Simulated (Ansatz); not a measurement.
The starting structures come from a database of crystals and need not be the phases stable at ambient conditions.

 Where the default PAW files enter, the runs use the earlier of Ansatz's two default sets.

```yaml
crystal:
  lattice:
    - [3.84172, 0.00000, 0.00000]
    - [0.00000, 6.33293, 0.00000]
    - [1.92086, 0.00000, 3.42684]
  atoms:
    - { symbol: Ga, position: [0.66667, 0.49995, 0.66667] }
    - { symbol: Ga, position: [0.33333, 0.99995, 0.33333] }
    - { symbol: P, position: [0.66667, 0.12605, 0.66667] }
    - { symbol: P, position: [0.33333, 0.62605, 0.33333] }
```

Space group of this cell: Cmc2_1. The cell is strained (lengths along the current scaled by 1.03, ions clamped); by r2SCAN its mean pressure is -2.2 GPa.

Transport runs along the normal of the first two printed cell vectors.

The gap is the functional's own. No spin-orbit coupling. Mid-gap values are interpolated on the energy grid.

Task: State the band gap and the smallest decay constant κ at mid-gap according to r2SCAN (Ansatz, an electronic-structure program).

Result: Gap 1.44 eV on a 10×6×10 mesh; κ = 0.123 1/Å, at the zone centre.
